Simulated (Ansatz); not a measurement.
The reference is BeS in the zinc blende structure (space group F-43m, No. 216; a = 4.869 Å). Axes: x, y, z lie along the cube axes.

Level of theory: Ansatz (a program for electronic structure) r2SCAN, no spin-orbit coupling.

Strains are applied to the cell and any free atomic positions relax; under biaxial strain the out-of-plane vector relaxes too.

One change was made to it. Results:

```json
[
 {"quantity": "valence-band top at Γ (three highest levels, from the VBM)", "base": "0.00, 0.00, 0.00 eV", "after": "0.00, -0.21, -0.21 eV"},
 {"quantity": "band gap", "base": "3.59 eV", "after": "3.52 eV"}
]
```

Question: Name the change that was made.
(A) biaxial strain +0.42 %, plane normal [111], relaxed out of plane
(B) biaxial strain +0.83 %, plane normal [111], relaxed out of plane
(C) biaxial strain +2.50 %, plane normal [111], relaxed out of plane

Answer: C, biaxial strain +2.50 %, plane normal [111], relaxed out of plane. For comparison, the band gap in the other runs: biaxial strain +0.83 %, plane normal [111], relaxed out of plane gives 3.56 eV; biaxial strain +0.42 %, plane normal [111], relaxed out of plane gives 3.58 eV.

Whether these cells are dynamically stable was not tested.
